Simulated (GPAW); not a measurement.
## A self-consistent single point of Pt (Fm-3m, 1 atom in the cell) with GPAW

Method of the run: PBEsol, GPAW PAW datasets PBEsol (made by gpaw-setup) (plane waves; GPAW).

The input file:

```python
from ase import Atoms
from ase.units import GPa
from gpaw import GPAW, PW

atoms = Atoms(['Pt'],
              cell=[[0.000000, 1.954120, 1.954120],
                    [1.954120, 0.000000, 1.954120],
                    [1.954120, 1.954120, 0.000000]],
              scaled_positions=[[0.000000, 0.000000, 0.000000]],
              pbc=True)

calc = GPAW(mode=PW(550),
            xc='PBEsol',
            kpts={'size': (12, 12, 12), 'gamma': True},
            occupations={'name': 'methfessel-paxton', 'width': 0.1, 'order': 0},
            nbands=-7,
            convergence={'density': 1e-05, 'energy': 1e-05},
            symmetry={'symmorphic': False, 'tolerance': 0.0005},
            maxiter=150,
            txt='-')

atoms.calc = calc

energy = atoms.get_potential_energy()
print('Energy (eV):', round(energy, 6))
forces = atoms.get_forces()
print('Forces (eV/Ang):')
print(forces.round(5))
stress = atoms.get_stress()
print('Stress (GPa, Voigt):', (stress / GPa).round(4))
```

The program printed (abridged):

```
Input parameters:
  convergence: {density: 1e-05,
                energy: 1e-05}
  kpts: {gamma: True,
         size: (12, 12, 12)}
  maxiter: 150
  mode: {ecut: 550.0,
         name: pw}
  nbands: -7
  occupations: {name: methfessel-paxton,
                order: 0,
                width: 0.1}
  symmetry: {symmorphic: False,
             tolerance: 0.0005}
  xc: PBEsol

species:
  Pt:
    name: Platinum
    Z: 78.0
    valence: 16
    core: 62
    charge: 0.0
    file: Pt.PBEsol.gz

    # Using partial waves for Pt as LCAO basis

Reference energy: -500235.591001  # eV

Spin-paired calculation

Convergence criteria:
 Maximum [total energy] change in last 3 cyles: 1e-05 eV / valence electron
 Maximum integral of absolute [dens]ity change: 1e-05 electrons / valence electron
 Maximum integral of absolute [eigenst]ate change: 4e-08 eV^2 / valence electron
 Maximum number of scf [iter]ations: 150

Symmetries present (total): 48
Symmetries with fractional translations: 0
1728 k-points: 12 x 12 x 12 Monkhorst-Pack grid + [1/24,1/24,1/24]
72 k-points in the irreducible part of the Brillouin zone
       k-points in crystal coordinates                weights
   0:    -0.00000000   -0.00000000   -0.00000000          1/1728
   1:     0.08333333    0.08333333   -0.00000000          6/1728
   2:     0.08333333    0.08333333    0.08333333          8/1728
   [... 7 lines left out ...]
          ...
  71:     0.50000000    0.50000000    0.50000000          4/1728

Wave functions: Plane wave expansion
  Cutoff energy: 550.000 eV
  Number of coefficients (min, max): 411, 448
  Pulay-stress correction: 0.000000 eV/Ang^3 (de/decut=0.000000)

Occupation numbers: Methfessel-Paxton:
  width: 0.1000  # eV
  order: 0

Eigensolver

Densities:
  Coarse grid: 15*15*15 grid
  Fine grid: 30*30*30 grid
  Total Charge: 0.000000

Density mixing:
  Method: separate
  Backend: pulay
  Linear mixing parameter: 0.05
  old densities: 5
  Damping of long wavelength oscillations: 50

Hamiltonian:
  XC and Coulomb potentials evaluated on a 30*30*30 grid
  External potential:
    NoExternalPotential

XC parameters: PBEsol with 2 nearest neighbor stencil

Number of atoms: 1
Number of atomic orbitals: 12
Number of bands in calculation: 15
Number of valence electrons: 16
Bands to converge: occupied

Density initialized from atomic densities
  12 bands from LCAO basis set
  3 bands from random numbers

Atomic positions and initial magnetic moments

Positions:
   0 Pt     0.000000    0.000000    0.000000    ( 0.0000,  0.0000,  0.0000)

Unit cell:
           periodic     x           y           z      points  spacing
  1. axis:    yes    0.000000    1.954120    1.954120    15     0.1504
  2. axis:    yes    1.954120    0.000000    1.954120    15     0.1504
  3. axis:    yes    1.954120    1.954120    0.000000    15     0.1504

  Lengths:   2.763543   2.763543   2.763543
  Angles:   60.000000  60.000000  60.000000

Effective grid spacing dv^(1/3) = 0.1641

     iter     time        total  log10-change:
                         energy   eigst   dens
iter:   1 --:--:--    -7.769667
iter:   2 --:--:--    -7.686551   -1.82  -1.43
iter:   3 --:--:--    -7.337910   -1.88  -1.46
iter:   4 --:--:--    -7.306796   -3.45  -2.02
iter:   5 --:--:--    -7.301344   -2.86  -2.21
iter:   6 --:--:--    -7.301182   -4.20  -2.81
iter:   7 --:--:--    -7.300307   -4.55  -2.95
iter:   8 --:--:--    -7.300743   -4.43  -3.08
iter:   9 --:--:--    -7.300743   -5.97  -4.21
iter:  10 --:--:--    -7.300744c  -7.00  -4.37
iter:  11 --:--:--    -7.300743c  -7.60c -4.41
iter:  12 --:--:--    -7.300744c  -7.98c -4.36
iter:  13 --:--:--    -7.300744c  -9.19c -4.44
iter:  14 --:--:--    -7.300744c  -7.55c -4.52
iter:  15 --:--:--    -7.300745c  -7.77c -4.99
iter:  16 --:--:--    -7.300744c  -9.64c -5.84c

Converged after 16 iterations.

Dipole moment: (0.000000, 0.000000, 0.000000) |e|*Ang

Energy contributions relative to reference atoms: (reference = -500235.591001)

Kinetic:         -6.637583
Potential:       +4.963520
External:        +0.000000
XC:              -5.040722
Entropy (-ST):   -0.010427
Local:           -0.580746
SIC:             +0.000000
--------------------------
Free energy:     -7.305958
Extrapolated:    -7.300744

Showing only first 2 kpts
 Kpt  Band  Eigenvalues  Occupancy
  0     6      8.33688    2.00000
  0     7     10.52926    2.00000
  0     8     10.52926    2.00000
  0     9     27.20515    0.00000

  1     6      8.53119    2.00000
  1     7     10.25578    2.00000
  1     8     10.62874    2.00000
  1     9     27.79236    0.00000

Fermi level: 12.19073

No gap
No difference between direct/indirect transitions
Energy (eV): -7.300744

Forces in eV/Ang:
  0 Pt    0.00000   -0.00000    0.00000

Stress tensor:
    -0.012487     0.000000     0.000000
     0.000000    -0.012487     0.000000
     0.000000     0.000000    -0.012487
Stress (GPa, Voigt): [-2.0006 -2.0006 -2.0006  0.      0.      0.    ]
```

The run converged in 16 iterations. GPAW prints stress with tension positive.

The starting cell has typed, rounded lattice constants, without a prior relaxation at this level. Its lattice was rescaled by up to half a per cent. Spin-orbit coupling is off. Spin polarisation is off.
